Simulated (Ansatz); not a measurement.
CdTe (F-43m) under uniaxial stress along [111] (compression positive): electron conductivity mass by r2SCAN with spin-orbit coupling, rigid bands (plane waves, PAW; Ansatz, a first-principles code). The unloaded cell, whose axes the loads refer to:

```cif
data_CdTe
_chemical_formula_sum 'Cd1 Te1'
_space_group_name_H-M_alt 'P 1'
_space_group_IT_number 1
_cell_length_a 4.58863
_cell_length_b 4.58863
_cell_length_c 4.58863
_cell_angle_alpha 60.000
_cell_angle_beta 60.000
_cell_angle_gamma 60.000
loop_
_space_group_symop_operation_xyz
  'x, y, z'
loop_
_atom_site_label
_atom_site_type_symbol
_atom_site_fract_x
_atom_site_fract_y
_atom_site_fract_z
_atom_site_occupancy
Cd1 Cd 0.00000 0.00000 0.00000 1
Te1 Te 0.25000 0.25000 0.25000 1
```

| uniaxial stress along [111] (compression positive) (GPa) | volume per atom (Å³) | electron conductivity mass (mₑ) |
|---|---|---|
| -3.5 | 35.15 | 0.0948 |
| -2.5 | 34.85 | 0.0963 |
| -1.5 | 34.57 | 0.0975 |
| 0 | 34.16 | 0.0990 |
| 0.5 | 34.02 | 0.0997 |
| 1.5 | 33.73 | ? |

**Question.** Fit a straight line to ln(electron conductivity mass) against the load over the rows given, and predict the row at 1.5 GPa.

**Answer.** The means are x̄ = -1.400 GPa and ȳ = -2.3285; Σ(x − x̄)(y − ȳ) = 0.1364 and Σ(x − x̄)² = 11.20, so the slope is 1.22 % per GPa, and the rows given lie within 0.19 % of the line. At 1.5 GPa the line gives 0.101 mₑ; the calculation gives 0.102 mₑ, 1.0 % from it.

Masses are for dilute carriers at 300 K, harmonic means over directions unless an axis is named. Stresses and pressures are the targets of the relaxation. The structure type is held at every load. Geometry: cell and atoms relaxed with PBEsol.
